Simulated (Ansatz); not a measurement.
## Ga2O3 under a change: tensor shear ε_xz = +2.00 %

The parent structure is Ga₂O₃ in the corundum structure (space group R-3c, No. 167; a = 5.0003 Å, c = 13.4488 Å (hexagonal axes)). Axes: x lies along a and z along c of the hexagonal cell.

The change: a pure shear with ε_xz = ε_zx = 0.0200; the atoms relax in the strained cell.

Calculations: DFT with PBEsol, PAW potentials and a 420 eV plane-wave cutoff in Ansatz (a quantum-chemistry and plane-wave program), without spin-orbit coupling. Γ-centred 8×8×8 mesh, Fermi–Dirac width 0.05 eV.

```csv
quantity,base,changed,shift
volume per atom,9.71 Å³,9.70 Å³,-0.004 Å³
space group,R-3c (No. 167),P-1 (No. 2),–
energy relative to the base (free energy F),0 meV/atom,+4.0 meV/atom,+4.0 meV/atom
"pressure (mean of the normal stresses, compression positive)",0.00 GPa,0.32 GPa,+0.32 GPa
band gap,2.70 eV,2.70 eV,0.00 eV
gap character,–,"indirect, k = (0.125, 0, -1/4) in the run's primitive reciprocal basis → Γ",–
smallest direct gap,2.95 eV,2.94 eV,-0.016 eV
electron mass,0.22 mₑ (at Γ),0.22 mₑ (at Γ),–
largest internal atomic displacement,–,0.013 Å,–
"stress (xx, yy, zz, yz, xz, xy; compression positive)",–,"(0.36, 0.23, 0.37, -0.04, -3.26, -0.67) GPa",–
```

Final structure:

```
CELL_PARAMETERS angstrom
      2.58983     1.44347     4.53293
     -2.41051     1.44347     4.43292
      0.08966    -2.88695     4.48293
ATOMIC_POSITIONS crystal
  Ga 0.64155 0.64607 0.64487
  Ga 0.14194 0.14692 0.14367
  Ga 0.35845 0.35393 0.35513
  Ga 0.85806 0.85308 0.85633
  O  0.75089 0.44655 0.05272
  O  0.05251 0.75068 0.44712
  O  0.24911 0.55345 0.94728
  O  0.55256 0.94636 0.25155
  O  0.94749 0.24932 0.55288
  O  0.44744 0.05364 0.74845
```

Cost of the whole job for the changed cell (relaxation, final SCF and bands): about 8 core-minutes (a rough figure).

Masses are band curvatures over ±0.01 Å⁻¹ around the edge. Stability against distortions was not tested. k-point labels follow each cell's own Brillouin zone.
